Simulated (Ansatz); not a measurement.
V_Ga in wurtzite GaN (start: the Ga site; 96-site cell, 2×2×2 shifted sampling), charge −1. Level of theory: PBE, PAW (plane waves to 420 eV; Ansatz, an electronic-structure program).

- total energy of the defect cell: -196260.6751 eV
- total energy of the perfect cell: -200060.1412 eV
- μ(Ga) in alpha gallium, atoms added −1: -3783.0212 eV
- Δμ(Ga), Ga-rich: 0.000 eV
- valence-band maximum on the cell's zero: 9.259 eV
- image correction with alignment: 0.422 eV
- Fermi level above the maximum: 1.20 eV

### Question
Work out the formation energy.

### Answer
E_f = E(defect) − E(perfect) − Σ n μ + q (E_VBM + E_F) + E_corr = 3799.466 − (3783.021) + (-10.459) + (0.422) = 6.41 eV.
